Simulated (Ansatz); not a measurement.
The reference is TiB2 (space group P6/mmm, No. 191; a = 2.994 Å, c = 3.160 Å). Axes: x lies along a and z along c of the hexagonal cell.

Computed with LDA, PAW, 420 eV (Ansatz, a first-principles code; no spin-orbit coupling).

Strains are applied to the cell and any free atomic positions relax.

One change was made to it. Results:

| quantity | base | after |
|---|---|---|
| energy relative to the base (free energy F) | 0 meV/atom | +8.6 meV/atom |
| pressure (mean of the normal stresses, compression positive) | 0.0 GPa | 0.4 GPa |
| shortest interatomic distance | 1.729 Å | 1.729 Å |

Problem. Which of these changes matches the shifts?
A) tensor shear ε_xz = +0.57 %
B) tensor shear ε_xz = +1.71 %
C) tensor shear ε_xz = +2.00 %

Solution. B, tensor shear ε_xz = +1.71 %. For comparison, the energy relative to the base in the other runs: tensor shear ε_xz = +0.57 % gives +1.0 meV/atom; tensor shear ε_xz = +2.00 % gives +12 meV/atom.

A case with no gap was solved on a k-mesh chosen for an insulator, which is coarse for it. Without a gap, meshes like the base's 13×13×10 leave anisotropic stresses uncertain by several tenths of a GPa, and small strain energies with them. Whether these cells are dynamically stable was not tested. The final runs are not spin-polarised.
